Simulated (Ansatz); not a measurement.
The parent structure is Hf in the hcp (Mg type) structure (space group P6_3/mmc, No. 194; relaxed with 0.1 eV smearing).

```xyz
2
Lattice="3.1983 0.0000 0.0000 -1.5991 2.7698 0.0000 0.0000 0.0000 5.0488" Properties=species:S:1:pos:R:3 pbc="T T T"
Hf     1.5991     0.9233     3.7866
Hf     0.0000     1.8465     1.2622
```

Cartesian axes are those of the cell as printed.

Computed with r2SCAN (Ansatz, an electronic-structure program, PAW, without spin-orbit coupling).

One thing is altered: uniaxial strain ε_zz = −2.00 %, all other strain components held at zero; the atoms relax in the strained cell.

### Question
Predict the stress tensor and what it implies for the stiffness.

### Answer
Stress of the strained cell less that of the base (GPa, compression positive):
```
    1.4     0.0     0.0
    0.0     1.4     0.0
    0.0     0.0     4.3
```

Then −Δσ_ii/ε with ε = -0.0200 gives secant stiffness values (nonlinear terms included at this strain): C33 ≈ 214 GPa, C13 ≈ 69 GPa and C23 ≈ 69 GPa.

As a check, the harmonic strain energy −½ V₀ Δσ:ε is 6.0 meV/atom; the computed energy rise is 5.9 meV/atom.

Whether these cells are dynamically stable was not tested. The final runs are not spin-polarised.
